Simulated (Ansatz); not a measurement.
# Si well of 13 atomic layers along [001] in random Si0.8Ge0.2, interfaces one step of a layer

Prepared with Tersoff's 1989 multicomponent potential (SiCGe.tersoff) (LAMMPS): minimisation. Geometry as solved with Ansatz (an electronic-structure program) with PBE, support functions at accuracy medium on the grid of 370 eV.

```xyz
720
Lattice="16.58 0.00 0.00 0.00 16.58 0.00 0.00 0.00 54.90" Properties=species:S:1:pos:R:3 pbc="T T T"
Si    -0.03     0.02     0.02
Si     1.38     1.38     1.38
Si     2.76     2.76     0.00
Si     4.15     4.14     1.36
Si     2.75     0.00     2.76
Si     4.14     1.38     4.12
Si     0.00     2.75     2.75
Si     1.40     4.14     4.09
Si     0.00     0.00     5.52
Si     1.38     1.38     6.87
Si     2.74     2.74     5.46
Ge     4.14     4.14     6.87
Si     2.78     0.03     8.22
Si     4.14     1.38     9.62
Si     0.03     2.73     8.29
Si     1.37     4.13     9.66
Si    -0.01     0.01    11.05
Si     1.38     1.39    12.41
Si     2.76     2.74    11.01
Si     4.16     4.09    12.37
Si     2.75     0.00    13.76
Si     4.15     1.34    15.14
Si    -0.01     2.75    13.79
Si     1.32     4.13    15.17
Si    -0.01     0.00    16.55
Si     1.36     1.35    17.94
Ge     2.76     2.75    16.55
Si     4.16     4.15    17.95
Si     2.76     0.00    19.30
Si     4.14     1.38    20.65
Si    -0.01     2.76    19.29
Si     1.38     4.13    20.65
Si     0.00     0.00    22.01
Si     1.38     1.38    23.37
Si     2.76     2.76    22.01
Si     4.15     4.15    23.37
Si     2.76     0.00    24.73
Si     4.15     1.38    26.08
Si     0.00     2.76    24.72
Si     1.38     4.15    26.08
Si     0.00     0.00    27.44
Si     1.38     1.38    28.80
Si     2.76     2.76    27.44
Si     4.15     4.15    28.79
Si     2.76     0.00    30.16
Si     4.15     1.38    31.51
Si     0.00     2.76    30.16
Si     1.38     4.15    31.52
Si     0.00     0.00    32.88
Si     1.39     1.38    34.23
Si     2.77     2.76    32.87
Si     4.15     4.14    34.23
Si     2.76     0.01    35.61
Si     4.14     1.39    36.97
Si     0.02     2.75    35.59
Si     1.39     4.14    36.96
Si     0.01     0.00    38.35
Si     1.39     1.39    39.72
Si     2.76     2.77    38.34
Si     4.15     4.13    39.71
Si     2.80     0.04    41.07
Si     4.17     1.39    42.47
Si     0.03     2.74    41.12
Si     1.40     4.13    42.48
Ge    -0.03     0.02    43.86
Si     1.42     1.39    45.21
Si     2.80     2.77    43.85
Si     4.16     4.15    45.23
Si     2.78    -0.01    46.55
Ge     4.14     1.38    47.99
Ge     0.01     2.77    46.61
Si     1.43     4.17    48.00
Ge    -0.01     0.03    49.35
Ge     1.40     1.44    50.78
Si     2.79     2.83    49.38
Si     4.18     4.16    50.75
Si     2.80     0.01    52.14
Si     4.14     1.42    53.49
Si    -0.04     2.78    52.19
Si     1.37     4.12    53.54
Ge     0.00     5.54     0.01
Si     1.42     6.93     1.39
Si     2.78     8.30     0.01
Si     4.15     9.68     1.38
Si     2.78     5.52     2.73
Si     4.18     6.89     4.09
Si     0.04     8.27     2.76
Si     1.38     9.68     4.09
Si     0.05     5.52     5.48
Si     1.37     6.89     6.89
Ge     2.78     8.29     5.49
Si     4.15     9.72     6.87
Si     2.72     5.52     8.28
Si     4.13     6.85     9.64
Si    -0.03     8.27     8.23
Ge     1.36     9.71     9.59
Si    -0.03     5.51    11.01
Si     1.32     6.89    12.39
Ge     2.76     8.28    11.03
Si     4.15     9.73    12.39
Ge     2.72     5.47    13.75
Ge     4.16     6.87    15.19
Si    -0.03     8.25    13.78
Ge     1.35     9.69    15.15
Si    -0.02     5.52    16.56
Si     1.35     6.87    17.96
Ge     2.75     8.29    16.61
Si     4.17     9.71    17.97
Si     2.76     5.52    19.31
Si     4.14     6.91    20.65
Si    -0.01     8.29    19.30
Si     1.38     9.67    20.65
Si     0.00     5.53    22.01
Si     1.38     6.91    23.37
Si     2.76     8.29    22.01
Si     4.15     9.68    23.36
Si     2.76     5.53    24.72
Si     4.15     6.91    26.08
Si     0.00     8.29    24.72
Si     1.38     9.67    26.08
Si     0.00     5.53    27.44
Si     1.38     6.91    28.80
Si     2.76     8.29    27.44
Si     4.14     9.67    28.80
Si     2.76     5.53    30.15
Si     4.14     6.91    31.51
Si     0.00     8.29    30.15
Si     1.38     9.67    31.52
Si     0.00     5.52    32.88
Si     1.38     6.91    34.24
Si     2.76     8.29    32.87
Si     4.14     9.67    34.23
Si     2.76     5.52    35.59
Si     4.14     6.89    36.96
Si     0.00     8.29    35.60
Si     1.38     9.66    36.97
Si     0.03     5.55    38.30
Si     1.42     6.89    39.67
Si     2.78     8.29    38.32
Si     4.17     9.65    39.70
Si     2.75     5.49    41.07
Ge     4.14     6.89    42.47
Ge     0.01     8.29    41.04
Ge     1.38     9.69    42.52
Si     0.04     5.50    43.88
Si     1.38     6.89    45.27
Si     2.76     8.26    43.91
Si     4.14     9.63    45.26
Si     2.79     5.53    46.62
Si     4.15     6.91    48.01
Si    -0.01     8.29    46.62
Si     1.36     9.64    48.03
Ge     0.00     5.53    49.39
Si     1.38     6.95    50.77
Si     2.76     8.28    49.39
Si     4.13     9.64    50.78
Ge     2.77     5.54    52.16
Si     4.18     6.94    53.56
Si     0.00     8.31    52.14
Si     1.41     9.65    53.50
Ge     0.03    11.07    -0.01
Si     1.41    12.46     1.42
Si     2.79    13.80     0.03
Si     4.11    15.21     1.39
Si     2.77    11.05     2.76
Si     4.11    12.41     4.17
Si     0.00    13.84     2.76
Si     1.37    15.22     4.14
Ge     0.00    11.08     5.50
Si     1.40    12.49     6.89
Si     2.76    13.85     5.51
Si     4.15    15.22     6.87
Si     2.80    11.12     8.23
Si     4.17    12.47     9.63
Si    -0.03    13.82     8.24
Ge     1.38    15.22     9.62
Si    -0.02    11.10    10.99
Ge     1.39    12.47    12.40
Si     2.80    13.84    11.00
Si     4.13    15.23    12.38
Si     2.79    11.06    13.78
Si     4.14    12.41    15.17
Si    -0.02    13.85    13.80
Si     1.35    15.24    15.14
Si    -0.05    11.08    16.56
Si     1.35    12.42    17.94
Ge     2.75    13.83    16.54
Si     4.16    15.23    17.93
Si     2.75    11.07    19.30
Si     4.14    12.45    20.65
Si    -0.01    13.82    19.28
Si     1.38    15.20    20.65
Si     0.00    11.06    22.00
Si     1.38    12.44    23.36
Si     2.76    13.82    22.01
Si     4.14    15.20    23.37
Si     2.76    11.06    24.72
Si     4.15    12.44    26.08
Si     0.00    13.82    24.72
Si     1.38    15.20    26.08
Si     0.00    11.06    27.44
Si     1.38    12.44    28.80
Si     2.77    13.82    27.44
Si     4.15    15.20    28.80
Si     2.76    11.06    30.16
Si     4.14    12.44    31.52
Si     0.00    13.82    30.15
Si     1.38    15.20    31.52
Si     0.00    11.06    32.87
Si     1.37    12.44    34.24
Si     2.76    13.82    32.88
Si     4.14    15.21    34.23
Si     2.74    11.03    35.58
Ge     4.13    12.45    36.97
Si     0.00    13.83    35.61
Si     1.38    15.22    36.97
Si     0.00    11.07    38.31
Si     1.34    12.46    39.67
Si     2.74    13.86    38.36
Si     4.15    15.22    39.71
Ge     2.78    11.09    41.06
Si     4.15    12.48    42.46
Si    -0.03    13.80    41.06
Ge     1.40    15.19    42.43
Si    -0.04    11.09    43.87
Si     1.36    12.46    45.19
Si     2.79    13.81    43.86
Si     4.16    15.20    45.21
Ge     2.73    11.06    46.62
Si     4.14    12.47    48.00
Si    -0.01    13.81    46.56
Ge     1.41    15.17    47.95
Si     0.02    11.02    49.41
Si     1.40    12.41    50.77
Si     2.78    13.80    49.41
Si     4.15    15.20    50.78
Si     2.78    11.04    52.14
Si     4.14    12.42    53.54
Si     0.01    13.77    52.14
Ge     1.39    15.20    53.53
Ge     5.52     0.02     0.00
Si     6.91     1.44     1.39
Si     8.26     2.83     0.02
Si     9.65     4.18     1.36
Ge     8.29     0.01     2.77
Si     9.68     1.38     4.19
Si     5.51     2.78     2.76
Si     6.91     4.13     4.12
Si     5.52     0.02     5.51
Si     6.91     1.37     6.89
Si     8.28     2.75     5.51
Si     9.66     4.11     6.87
Si     8.29    -0.02     8.24
Si     9.69     1.33     9.60
Si     5.54     2.74     8.27
Si     6.89     4.15     9.60
Si     5.51    -0.01    11.00
Si     6.86     1.36    12.38
Ge     8.29     2.74    11.00
Si     9.68     4.10    12.43
Ge     8.28    -0.03    13.76
Ge     9.71     1.40    15.19
Si     5.51     2.73    13.78
Si     6.87     4.09    15.20
Si     5.54     0.00    16.55
Si     6.91     1.38    17.92
Si     8.28     2.77    16.58
Si     9.68     4.14    17.93
Si     8.29     0.00    19.29
Si     9.68     1.38    20.64
Si     5.53     2.76    19.30
Si     6.92     4.15    20.65
Si     5.53     0.00    22.01
Si     6.91     1.38    23.37
Si     8.30     2.76    22.01
Si     9.68     4.15    23.36
Si     8.29     0.00    24.72
Si     9.68     1.38    26.08
Si     5.53     2.76    24.72
Si     6.91     4.15    26.08
Si     5.53     0.00    27.44
Si     6.91     1.38    28.79
Si     8.29     2.76    27.44
Si     9.68     4.15    28.80
Si     8.29     0.00    30.16
Si     9.67     1.39    31.52
Si     5.53     2.76    30.15
Si     6.91     4.15    31.51
Si     5.53     0.01    32.88
Si     6.91     1.39    34.24
Si     8.29     2.77    32.87
Si     9.67     4.14    34.24
Si     8.30     0.02    35.60
Si     9.67     1.39    36.98
Si     5.52     2.76    35.60
Si     6.90     4.14    36.97
Si     5.52     0.02    38.34
Si     6.91     1.38    39.72
Si     8.27     2.76    38.34
Si     9.62     4.13    39.72
Si     8.29     0.01    41.10
Si     9.65     1.35    42.50
Si     5.54     2.76    41.09
Si     6.91     4.13    42.47
Si     5.54     0.00    43.84
Si     6.91     1.38    45.22
Si     8.28     2.74    43.85
Si     9.67     4.09    45.22
Si     8.31     0.03    46.59
Si     9.68     1.38    48.00
Si     5.54     2.76    46.57
Ge     6.90     4.14    48.02
Si     5.52     0.01    49.42
Si     6.89     1.41    50.75
Si     8.31     2.75    49.40
Si     9.67     4.17    50.76
Ge     8.27    -0.02    52.11
Ge     9.67     1.44    53.52
Si     5.53     2.79    52.14
Si     6.90     4.18    53.51
Si     5.54     5.54     0.01
Si     6.92     6.91     1.38
Si     8.29     8.28    -0.02
Si     9.64     9.69     1.33
Si     8.28     5.53     2.76
Si     9.66     6.88     4.15
Si     5.53     8.29     2.74
Si     6.90     9.66     4.13
Si     5.55     5.53     5.46
Si     6.93     6.90     6.84
Si     8.30     8.29     5.49
Si     9.69     9.66     6.85
Si     8.26     5.49     8.20
Ge     9.66     6.91     9.57
Ge     5.52     8.28     8.25
Si     6.87     9.71     9.65
Si     5.51     5.48    11.00
Si     6.87     6.86    12.36
Ge     8.25     8.30    11.01
Ge     9.69     9.75    12.40
Ge     8.25     5.48    13.79
Ge     9.68     6.90    15.23
Ge     5.54     8.30    13.75
Ge     6.95     9.72    15.20
Si     5.56     5.49    16.59
Si     6.91     6.91    17.94
Si     8.30     8.30    16.62
Si     9.69     9.69    17.94
Si     8.30     5.53    19.29
Si     9.68     6.92    20.65
Si     5.53     8.29    19.30
Si     6.92     9.68    20.65
Si     5.53     5.53    22.01
Si     6.91     6.91    23.36
Si     8.30     8.29    22.01
Si     9.68     9.67    23.37
Si     8.29     5.53    24.72
Si     9.67     6.91    26.08
Si     5.53     8.29    24.72
Si     6.91     9.68    26.08
Si     5.53     5.53    27.44
Si     6.91     6.91    28.80
Si     8.29     8.29    27.44
Si     9.67     9.67    28.80
Si     8.29     5.53    30.15
Si     9.67     6.91    31.51
Si     5.52     8.29    30.16
Si     6.90     9.68    31.51
Si     5.52     5.52    32.87
Si     6.90     6.90    34.23
Si     8.28     8.29    32.86
Si     9.66     9.69    34.19
Si     8.27     5.52    35.60
Si     9.63     6.90    36.96
Si     5.50     8.26    35.58
Ge     6.91     9.67    36.97
Si     5.52     5.52    38.34
Si     6.90     6.89    39.71
Si     8.30     8.26    38.36
Si     9.70     9.65    39.70
Si     8.26     5.52    41.09
Si     9.64     6.91    42.44
Si     5.55     8.28    41.07
Si     6.92     9.62    42.46
Si     5.55     5.50    43.86
Si     6.90     6.92    45.20
Si     8.29     8.28    43.84
Si     9.67     9.67    45.23
Ge     8.33     5.55    46.60
Si     9.69     6.95    48.03
Si     5.53     8.26    46.61
Si     6.93     9.62    47.97
Si     5.52     5.56    49.40
Si     6.90     6.91    50.77
Si     8.28     8.28    49.39
Si     9.64     9.62    50.79
Si     8.28     5.53    52.13
Si     9.67     6.90    53.51
Si     5.53     8.29    52.15
Si     6.91     9.66    53.52
Si     5.52    11.03    -0.01
Si     6.89    12.38     1.38
Ge     8.30    13.78     0.00
Si     9.69    15.18     1.40
Si     8.26    11.02     2.73
Ge     9.66    12.44     4.12
Ge     5.51    13.81     2.78
Si     6.89    15.21     4.18
Si     5.54    11.07     5.50
Si     6.89    12.47     6.86
Si     8.28    13.85     5.53
Si     9.68    15.20     6.89
Ge     8.30    11.07     8.25
Si     9.72    12.48     9.64
Si     5.53    13.84     8.25
Si     6.91    15.21     9.63
Si     5.53    11.10    11.01
Si     6.94    12.46    12.37
Si     8.31    13.83    11.00
Si     9.70    15.18    12.37
Si     8.30    11.14    13.79
Si     9.69    12.47    15.17
Ge     5.53    13.83    13.78
Si     6.92    15.19    15.21
Si     5.51    11.09    16.58
Si     6.92    12.45    17.93
Si     8.31    13.83    16.56
Si     9.68    15.20    17.93
Si     8.29    11.06    19.29
Si     9.67    12.44    20.65
Si     5.53    13.83    19.29
Si     6.91    15.21    20.65
Si     5.53    11.06    22.00
Si     6.91    12.44    23.36
Si     8.29    13.82    22.01
Si     9.68    15.20    23.37
Si     8.29    11.06    24.72
Si     9.67    12.44    26.08
Si     5.53    13.82    24.72
Si     6.91    15.20    26.08
Si     5.53    11.06    27.44
Si     6.91    12.44    28.80
Si     8.29    13.82    27.44
Si     9.67    15.21    28.80
Si     8.29    11.06    30.16
Si     9.68    12.45    31.51
Si     5.53    13.82    30.16
Si     6.91    15.21    31.52
Si     5.52    11.06    32.88
Si     6.90    12.46    34.22
Si     8.30    13.83    32.87
Si     9.68    15.21    34.24
Si     8.29    11.06    35.55
Ge     9.71    12.42    36.95
Si     5.54    13.85    35.58
Si     6.89    15.25    36.95
Si     5.52    11.06    38.37
Si     6.86    12.45    39.74
Ge     8.26    13.85    38.36
Si     9.69    15.23    39.75
Ge     8.31    11.06    41.10
Si     9.70    12.48    42.50
Si     5.52    13.85    41.10
Si     6.92    15.22    42.46
Ge     5.50    11.02    43.82
Ge     6.92    12.46    45.24
Si     8.31    13.87    43.84
Si     9.68    15.23    45.22
Si     8.29    11.01    46.61
Ge     9.67    12.44    47.97
Si     5.49    13.84    46.62
Ge     6.92    15.23    48.01
Ge     5.52    11.02    49.36
Ge     6.94    12.45    50.80
Si     8.33    13.84    49.40
Si     9.72    15.19    50.74
Si     8.32    11.01    52.18
Si     9.71    12.41    53.50
Si     5.49    13.82    52.17
Si     6.88    15.18    53.52
Ge    11.09    -0.01     0.03
Si    12.49     1.39     1.40
Si    13.82     2.77     0.00
Si    15.20     4.10     1.38
Si    13.84    -0.01     2.76
Si    15.22     1.37     4.13
Ge    11.05     2.78     2.77
Si    12.43     4.15     4.19
Si    11.06    -0.02     5.51
Si    12.45     1.34     6.87
Si    13.81     2.72     5.49
Ge    15.22     4.13     6.87
Si    13.83     0.00     8.27
Si    15.22     1.36     9.65
Si    11.04     2.71     8.21
Ge    12.47     4.09     9.60
Si    11.07    -0.01    11.00
Si    12.43     1.39    12.37
Si    13.85     2.73    11.03
Si    15.21     4.12    12.41
Ge    13.81     0.00    13.79
Si    15.21     1.40    15.18
Si    11.10     2.78    13.77
Si    12.47     4.14    15.17
Si    11.08    -0.03    16.58
Si    12.45     1.37    17.92
Si    13.83     2.76    16.55
Si    15.19     4.14    17.92
Si    13.83     0.00    19.28
Si    15.20     1.38    20.65
Si    11.06     2.75    19.28
Si    12.44     4.14    20.64
Si    11.06     0.00    22.00
Si    12.44     1.38    23.36
Si    13.82     2.76    22.00
Si    15.20     4.14    23.36
Si    13.82     0.00    24.72
Si    15.20     1.38    26.08
Si    11.06     2.77    24.72
Si    12.44     4.15    26.08
Si    11.06     0.00    27.44
Si    12.44     1.38    28.80
Si    13.82     2.76    27.44
Si    15.20     4.15    28.80
Si    13.82     0.00    30.16
Si    15.20     1.38    31.52
Si    11.06     2.76    30.16
Si    12.44     4.14    31.52
Si    11.06     0.00    32.87
Si    12.44     1.38    34.24
Si    13.82     2.76    32.88
Si    15.21     4.14    34.24
Si    13.83    -0.01    35.59
Si    15.24     1.35    36.94
Si    11.05     2.75    35.59
Si    12.43     4.14    36.92
Si    11.05    -0.02    38.33
Si    12.43     1.32    39.70
Ge    13.82     2.72    38.31
Ge    15.24     4.17    39.72
Si    13.82    -0.01    41.09
Si    15.17     1.41    42.45
Ge    11.04     2.73    41.09
Si    12.46     4.13    42.45
Si    11.06     0.00    43.85
Si    12.44     1.39    45.21
Si    13.82     2.78    43.85
Si    15.20     4.16    45.21
Si    13.79     0.01    46.60
Si    15.15     1.39    47.98
Si    11.04     2.73    46.60
Ge    12.43     4.15    48.00
Si    11.06     0.01    49.37
Si    12.43     1.38    50.77
Si    13.82     2.74    49.41
Si    15.18     4.13    50.79
Si    13.79     0.03    52.18
Si    15.18     1.39    53.54
Si    11.08     2.81    52.11
Si    12.44     4.16    53.52
Si    11.04     5.52    -0.02
Si    12.43     6.89     1.32
Si    13.79     8.27    -0.05
Ge    15.17     9.64     1.39
Ge    13.83     5.52     2.76
Si    15.27     6.90     4.13
Ge    11.05     8.30     2.73
Si    12.43     9.72     4.12
Si    11.04     5.52     5.53
Si    12.42     6.90     6.88
Ge    13.83     8.30     5.49
Si    15.20     9.69     6.91
Si    13.82     5.55     8.24
Si    15.20     6.90     9.62
Si    11.08     8.32     8.22
Si    12.44     9.70     9.61
Ge    11.04     5.49    11.03
Ge    12.51     6.90    12.40
Si    13.83     8.31    10.95
Ge    15.19     9.69    12.39
Si    13.87     5.49    13.82
Si    15.20     6.90    15.18
Ge    11.11     8.34    13.83
Si    12.48     9.74    15.22
Si    11.10     5.49    16.58
Si    12.45     6.91    17.92
Si    13.83     8.29    16.55
Si    15.20     9.67    17.92
Si    13.82     5.53    19.28
Si    15.20     6.91    20.65
Si    11.07     8.29    19.28
Si    12.44     9.67    20.65
Si    11.06     5.53    22.00
Si    12.44     6.91    23.37
Si    13.82     8.29    22.01
Si    15.20     9.67    23.37
Si    13.82     5.53    24.72
Si    15.20     6.91    26.08
Si    11.06     8.29    24.73
Si    12.44     9.67    26.08
Si    11.06     5.53    27.44
Si    12.44     6.91    28.80
Si    13.82     8.29    27.44
Si    15.20     9.67    28.79
Si    13.82     5.53    30.16
Si    15.21     6.91    31.52
Si    11.06     8.29    30.16
Si    12.44     9.67    31.51
Si    11.06     5.52    32.87
Si    12.46     6.89    34.22
Si    13.83     8.29    32.87
Si    15.20     9.68    34.24
Si    13.83     5.52    35.59
Si    15.20     6.91    36.97
Ge    11.05     8.30    35.60
Si    12.48     9.69    36.99
Ge    11.05     5.52    38.34
Si    12.45     6.93    39.73
Si    13.83     8.29    38.35
Si    15.19     9.72    39.68
Si    13.79     5.52    41.10
Ge    15.19     6.89    42.50
Si    11.04     8.27    41.09
Ge    12.43     9.70    42.48
Ge    11.04     5.50    43.82
Ge    12.44     6.94    45.26
Si    13.84     8.33    43.88
Si    15.21     9.69    45.25
Si    13.86     5.53    46.62
Si    15.19     6.93    47.99
Si    11.03     8.33    46.65
Si    12.46     9.65    47.99
Si    11.04     5.56    49.40
Si    12.44     6.91    50.76
Si    13.82     8.29    49.38
Si    15.19     9.67    50.77
Si    13.81     5.53    52.14
Si    15.19     6.92    53.48
Si    11.05     8.28    52.14
Si    12.42     9.67    53.51
Si    11.07    11.05    -0.01
Si    12.44    12.44     1.35
Si    13.84    13.81    -0.01
Si    15.20    15.20     1.38
Si    13.80    11.10     2.76
Si    15.18    12.48     4.11
Si    11.09    13.83     2.73
Si    12.44    15.21     4.12
Si    11.07    11.06     5.52
Si    12.45    12.45     6.88
Si    13.81    13.84     5.50
Si    15.19    15.21     6.88
Si    13.82    11.08     8.26
Si    15.18    12.46     9.63
Si    11.08    13.84     8.25
Si    12.46    15.21     9.64
Si    11.11    11.11    10.99
Si    12.46    12.47    12.41
Si    13.83    13.84    11.02
Si    15.21    15.20    12.39
Si    13.81    11.11    13.81
Si    15.19    12.47    15.18
Si    11.06    13.83    13.78
Si    12.42    15.18    15.19
Si    11.05    11.08    16.56
Si    12.43    12.45    17.93
Si    13.81    13.82    16.55
Si    15.19    15.20    17.91
Si    13.81    11.05    19.28
Si    15.19    12.44    20.64
Si    11.06    13.82    19.29
Si    12.44    15.20    20.65
Si    11.06    11.05    22.01
Si    12.44    12.44    23.36
Si    13.82    13.82    22.01
Si    15.20    15.20    23.36
Si    13.82    11.06    24.72
Si    15.20    12.44    26.08
Si    11.06    13.82    24.72
Si    12.44    15.20    26.08
Si    11.05    11.06    27.44
Si    12.44    12.44    28.79
Si    13.82    13.82    27.44
Si    15.20    15.20    28.80
Si    13.82    11.05    30.15
Si    15.20    12.43    31.51
Si    11.06    13.83    30.15
Si    12.44    15.20    31.52
Si    11.06    11.07    32.86
Si    12.45    12.44    34.22
Si    13.83    13.82    32.87
Si    15.21    15.20    34.23
Si    13.83    11.07    35.60
Si    15.20    12.46    36.96
Si    11.09    13.85    35.57
Si    12.45    15.21    36.96
Si    11.10    11.04    38.37
Si    12.44    12.46    39.72
Si    13.82    13.83    38.34
Si    15.19    15.21    39.71
Si    13.83    11.09    41.07
Si    15.19    12.46    42.47
Si    11.07    13.84    41.10
Si    12.44    15.21    42.48
Si    11.03    11.09    43.89
Si    12.44    12.44    45.24
Si    13.80    13.82    43.85
Si    15.16    15.19    45.25
Si    13.79    11.02    46.59
Ge    15.22    12.39    47.97
Si    11.06    13.85    46.58
Si    12.40    15.24    47.96
Ge    11.07    11.01    49.42
Si    12.44    12.42    50.81
Ge    13.76    13.81    49.37
Ge    15.19    15.21    50.80
Si    13.82    11.04    52.15
Si    15.19    12.44    53.50
Si    11.07    13.81    52.15
Si    12.46    15.17    53.51
```
